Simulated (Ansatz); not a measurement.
The starting structures come from a database of crystals and need not be the phases stable at ambient conditions.

By PBEsol, the system below comes out a metal.

Without scattering a metal conducts by its projected Fermi surface.

Data:

```xyz
2
Lattice="2.6216 0.0000 0.0000 0.0000 5.1641 0.0000 0.0000 0.0000 2.7657" Properties=species:S:1:pos:R:3 pbc="T T T"
Ga     0.0000     2.5820     1.7960
As     0.0000     0.0000     0.0017
```

Space group of this cell: Pmm2. The cell is strained (all lengths scaled by 0.98).

The current flows along the normal of the first two printed cell vectors. No spin-orbit coupling; the value is a mean over 0.1 eV about the Fermi level.

Q: Give the ballistic conductance per area that Ansatz (an electronic-structure program) with PBEsol yields.

A: 1.1 × 10¹⁵ S/m² for both spins.
